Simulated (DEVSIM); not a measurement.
Structure: Au/SiO2/p-InP capacitor, at 300 K.

Layer 1 from the left is SiO2, thickness (nm) 9.10. Layer 2 from the left is InP, thickness (nm) 2400, Na (cm⁻³) 6.8e16.

Metal gate on the left, work function 5.1 eV. Fixed charge at the semiconductor interface 0 cm⁻² (in units of +e); no interface traps.

Constants are typed, rounded textbook-type inputs, not results; the design itself was drawn at random and stands for no fabricated device. Values at 300 K.

SiO2: gap (eV) 9, affinity (eV) 0.9, permittivity 3.9. InP: gap (eV) 1.344, affinity (eV) 4.38, permittivity 12.5, Nc (cm⁻³) 5.7e17, Nv (cm⁻³) 1.1e19.

Question: Estimate by hand the flat-band voltage, the threshold voltage, and compare with a numerical solution.

Answer: 
- Flat-band voltage: C = 0.379 μF/cm², work-function difference -0.493 V; VFB = φms − qNf/C = -0.49 V; numerical -0.49 V.
- Threshold voltage: φF = 0.579 V, depletion charge √(4εqNφF) = 1.67e-7 C/cm²; VT = VFB + 2φF + Qd/C = 1.11 V; numerical 1.11 V.

Model (solved in DEVSIM): 1D Poisson equation in equilibrium, Boltzmann statistics, complete ionisation; no quantum confinement or tunnelling. Metal contacts follow the ideal Schottky-Mott rule: no Fermi-level pinning, no interface dipoles.
